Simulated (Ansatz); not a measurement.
## (Zr,Ta)C: TaZrC$_{2}$

A 16-atom cell of (Zr,Ta)C started in the rock salt structure, site fractions Zr 0.500, Ta 0.500, short-range order 0.00 in the first shell of the mixed sites (0 is random, a negative value favours unlike neighbours), space group Fd-3m at the end, an ordered arrangement that its symmetry holds.

The mixing enthalpy is taken against the end members in the rock salt type, relaxed in the same cell and mesh.

These are PBE (plane waves to 420 eV, PAW; Ansatz, a quantum-chemistry and plane-wave program) values and carry that method's errors. No spin–orbit coupling; the runs are not spin-polarised. Its k-point mesh 5×5×5, Fermi–Dirac width 0.05 eV.

The volume per atom comes out as 12.03 Å³, the C–Zr bonds is 2.334 Å on average, from 2.334 to 2.334 (24) and the C–Ta bonds comes out as 2.250 Å on average, from 2.250 to 2.250 (24). The mixing enthalpy per site of the mixed sublattice is -96 meV and the departure of the mean lattice parameter from Vegard's line comes out as -0.2 %.

```
CELL_PARAMETERS angstrom
      0.00000     4.58320     4.58320
      4.58320     0.00000     4.58320
      4.58320     4.58320     0.00000
ATOMIC_POSITIONS crystal
  Zr 0.00000 0.00000 0.00000
  Zr 0.00000 0.00000 0.50000
  Ta 0.00000 0.50000 0.00000
  Zr 0.00000 0.50000 0.50000
  Ta 0.50000 0.00000 0.00000
  Zr 0.50000 0.00000 0.50000
  Ta 0.50000 0.50000 0.00000
  Ta 0.50000 0.50000 0.50000
  C  0.25459 0.25459 0.23623
  C  0.25459 0.25459 0.75459
  C  0.26377 0.74541 0.24541
  C  0.25459 0.73623 0.75459
  C  0.74541 0.26377 0.24541
  C  0.73623 0.25459 0.75459
  C  0.74541 0.74541 0.24541
  C  0.74541 0.74541 0.76377
```
